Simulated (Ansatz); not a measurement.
Consider Hf in the hcp (Mg type) structure (space group P6_3/mmc, No. 194).

```yaml
crystal:
  lattice:
    - [3.15905, 0.00000, 0.00000]
    - [-1.57953, 2.73582, 0.00000]
    - [0.00000, 0.00000, 5.00010]
  atoms:
    - { symbol: Hf, position: [0.33333, 0.66667, 0.75000] }
    - { symbol: Hf, position: [0.66667, 0.33333, 0.25000] }
```

Cartesian axes are those of the cell as printed.

All numbers come from PBEsol (Ansatz, a program for electronic structure, PAW, no SOC).

Before the change:

The shortest interatomic distance is 3.095 Å.

It is then changed as follows: the symmetric strain tensor [-0.0057 -0.0064 -0.0002; -0.0064 0.0049 0.0046; -0.0002 0.0046 -0.0132]; the atoms relax in the strained cell.

Task: What does the calculation give for the largest internal atomic displacement after the change?

Result: The largest internal atomic displacement comes out as 0.011 Å.

Task: How does this affect the energy relative to the base?

Result: The energy increases by 3.9 meV/atom.

Task: Estimate the effect on the shortest interatomic distance.

Result: The shortest interatomic distance decreases by 0.0432 Å to 3.051 Å.

Without a gap, meshes like the base's 17×17×9 leave anisotropic stresses uncertain by several tenths of a GPa, and small strain energies with them. Stability against distortions was not tested. The final runs are not spin-polarised.
